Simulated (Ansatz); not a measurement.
A constructed model of the (111) surface of fcc Ag, a pseudomorphic layer of Zr in the host's stacking (bottom of the slab: a bare face, its two planes held)

The numbers are results of PBE (plane waves to 420 eV, PAW; Ansatz, a quantum-chemistry and plane-wave program), not measurements.

Set-up: 7 atoms, 14.8 Å thick at the start with caps and adatoms; mesh 15x15x1; 0.1 eV smearing; dipole correction on; 2 atoms held, the rest relaxed; symmetry of the start imposed; no spin, no spin-orbit, no U. In PBE it is, or lies within 0.01 eV a 1x1 cell of, the lowest of the 2 structures of its composition computed so far; subsurface sites and larger cells were not tried.

```yaml
work_function_of_the_top_face: 4.36 eV
energy_released_by_relaxation: 0.10 eV
cost: roughly 4 core-minutes
```
